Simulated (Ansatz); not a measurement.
Structure of amorphous In9Ga9Zn9O37Ca (periodic cell):

```xyz
65
Lattice="9.2549 0.2289 0.0731 0.2289 9.3145 -0.1325 0.0731 -0.1325 9.5595" Properties=species:S:1:pos:R:3 pbc="T T T"
In     8.9188     8.3456     1.7675
In     2.8444     8.5967     1.5227
In     4.8281     3.9936     4.2622
In     8.0668     8.9332     7.5599
In     5.6074     6.1365     1.3567
In     5.2310     0.7672     1.8456
In     1.9601     6.0680     9.1333
In     2.1796     5.3529     2.9949
In     5.2005     1.4089     7.5296
Ga     1.9672     0.0535     7.7329
Ga     3.5157     1.0453     4.9891
Ga     6.3811     6.5123     5.9296
Ga     0.2881     1.2995     0.3192
Ga     8.3851     5.1983     7.8049
Ga     7.3624     2.5724     2.7090
Ga     4.8618     4.8066     7.9706
Ga     7.4228     9.0029     4.2054
Ga     8.4330     5.1819     1.4721
Zn     4.3446     7.5410     3.9412
Zn     1.1993     8.8544     4.7386
Zn     2.7356     6.2002     5.8967
Zn     3.1418     2.9469     0.2776
Zn     8.4547     4.6411     4.6498
Zn     1.2009     2.3053     3.1267
Zn     4.6500     7.6786     8.4842
Zn     7.9865     2.3406     6.1527
Zn     6.7847     3.0033     9.5558
O      2.4824     7.3249     4.3796
O      7.9275     6.7943     6.9172
O      8.9499     3.9874     6.4926
O      6.0503     8.7689     7.9624
O      4.8445     8.1703     1.0604
O      9.1259     9.0405     9.3965
O      1.6030     6.8976     1.5388
O      3.8138     0.1225     3.3773
O      3.8299     3.3063     7.9850
O      8.5761     2.6931     4.0655
O      2.3294     3.4402     1.9340
O      9.0397     8.2094     3.8521
O      1.6845     1.6798     8.6864
O      7.1661     0.4925     2.5950
O      4.9121     1.9840     0.2166
O      4.6418     2.3376     5.6315
O      6.6411     4.7286     8.4935
O      7.2715     1.9094     8.0110
O      9.3979     5.1065     9.3885
O      3.4968     0.1794     6.6888
O      7.1312     0.6618     5.8360
O      6.7528     4.3722     1.7536
O      2.7501     8.1233     8.8765
O      4.3506     5.7631     2.9785
O      6.1327     7.7038     4.5380
O      4.1245     5.7107     9.4520
O      9.3529     5.2487     3.0818
O      7.5580     6.8688     1.2956
O      2.8129     4.4305     4.8183
O      0.7378     8.9211     6.6287
O      1.7035     5.4668     7.2513
O      8.4108     2.7402     1.1180
O      4.6905     6.2644     6.7699
O      5.5464     2.4756     3.0558
O      6.5523     4.8433     5.1247
O      1.7214     1.4677     4.8515
O      1.0688     0.6098     1.9334
Ca     1.9536     3.2532     6.6059
```

Method: PBE, scalar-relativistic without spin-orbit coupling (plane waves to 420 eV, PAW; Ansatz, a program for electronic structure).

Preparation: random packing, a CHGNet melt and quench, and a DFT relaxation. O atoms were pushed apart under 1.9 Å during the dynamics, to hinder bonds among them. The hot cell started wider than the set density and was brought back towards it in steps. It is the lowest in DFT energy of 2 quenches. It is a model cell: composition and starting density were chosen by hand, and all elements were melted together. No dispersion term was used. Its density started from a set value of 5.81 and ended at 5.81 g/cm³. The simulated quench (nominally 320 K/ps over its main leg) is rapid and tends to freeze in more defects than a deposited or slowly cooled glass has. A cell of this size samples the disorder only roughly. The volume was held where the preparation left it and the shape relaxed, at a PBE pressure of 5.7 GPa. Stress components on the final sampling reach 5.7 GPa.

Bonds are counted up to In-In 3.12 Å, In-Ga 2.90 Å, In-Zn 2.90 Å, In-O 2.74 Å, In-Ca 3.50 Å, Ga-Ga 2.68 Å, Ga-Zn 2.68 Å, Ga-O 2.26 Å, Ga-Ca 3.28 Å, Zn-Zn 2.68 Å, Zn-O 2.42 Å, Zn-Ca 3.28 Å, O-O 1.58 Å, O-Ca 2.90 Å, Ca-Ca 3.87 Å. Two cations that share two anions don't count as bonded, nor two that share one unless they lie closer than In-In 3.04 Å, In-Ga 2.82 Å, In-Zn 2.82 Å, In-Ca 3.40 Å, Ga-Ga 2.61 Å, Ga-Zn 2.61 Å, Ga-Ca 3.19 Å, Zn-Zn 2.61 Å, Zn-Ca 3.19 Å, Ca-Ca 3.77 Å.

Give the coordination numbers, mean bond lengths and angles.


```
Quantity                                                                                             Value
---------------------------------  -----------------------------------------------------------------------
Mean coordination of In by anions                                      5.56 (5 with 5, 3 with 6, 1 with 7)
Mean coordination of Ga by anions  4.11 (8 with 4, 1 with 5); 1 close contacts or bonds to cations besides
Mean coordination of Zn by anions                                                4.22 (7 with 4, 2 with 5)
Mean coordination of O                                                         3.54 (17 with 3, 20 with 4)
Mean coordination of Ca by anions            6.00 (1 with 6); 1 close contacts or bonds to cations besides
Mean In-O bond                                                        2.184 Å (spread 0.120 Å, 50 counted)
Mean Zn-O bond                                                        2.026 Å (spread 0.105 Å, 38 counted)
Mean Ga-O bond                                                        1.881 Å (spread 0.064 Å, 37 counted)
Mean O-Ca bond                                                         2.402 Å (spread 0.122 Å, 6 counted)
Bond angle at In                                                                 mean 104.9°, spread 29.0°
Bond angle at Ga                                                                 mean 106.9°, spread 16.5°
Bond angle at Zn                                                                 mean 108.5°, spread 24.4°
Bond angle at O                                                                  mean 111.0°, spread 16.0°
Bond angle at Ca                                                                 mean 101.0°, spread 31.0°
```

List the pairs of like atoms that count as bonded by the rules above.

There are none by these rules.
